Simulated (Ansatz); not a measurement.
**A computed series for Au: response to strain**

Take Au in the fcc (Cu type) structure (space group Fm-3m, No. 225) as the base.

```
Au
1.0
    0.00000     2.04172     2.04172
    2.04172     0.00000     2.04172
    2.04172     2.04172     0.00000
Au
1
Direct
  0.00000   0.00000   0.00000
```

Cartesian axes are those of the cell as printed.

Strains are applied to the cell and any free atomic positions relax; under biaxial strain the out-of-plane vector relaxes too.

Calculations: DFT with PBEsol, PAW potentials and a 420 eV plane-wave cutoff in Ansatz (an electronic-structure program), spin-orbit coupling left out.

Notes on the quantities. pressure: mean of the normal stresses, compression positive; energy relative to the base: free energy F.

| variant | pressure | space group | volume per atom | energy relative to the base |
|---|---|---|---|---|
| base | 0.0 GPa | Fm-3m (No. 225) | 17.02 Å³ | 0 meV/atom |
| biaxial strain −2.16 %, plane normal [111], relaxed out of plane | 3.1 GPa | R-3m (No. 166) | 16.77 Å³ | +10 meV/atom |
| biaxial strain −0.66 %, plane normal [111], relaxed out of plane | ? | R-3m (No. 166) | ? | ? |
| uniaxial strain ε_xx = −2.17 % | 4.1 GPa | I4/mmm (No. 139) | 16.65 Å³ | +5.2 meV/atom |
| uniaxial strain ε_xx = +1.25 % | -2.1 GPa | I4/mmm (No. 139) | 17.24 Å³ | +1.6 meV/atom |

Question: Complete the table.

Answer: 
- biaxial strain −0.66 %, plane normal [111], relaxed out of plane, pressure: 0.8 GPa
- biaxial strain −0.66 %, plane normal [111], relaxed out of plane, volume per atom: 16.95 Å³
- biaxial strain −0.66 %, plane normal [111], relaxed out of plane, energy relative to the base: +0.9 meV/atom

Without a gap, meshes like the base's 20×20×20 leave anisotropic stresses uncertain by several tenths of a GPa, and small strain energies with them. Whether these cells are dynamically stable was not tested.
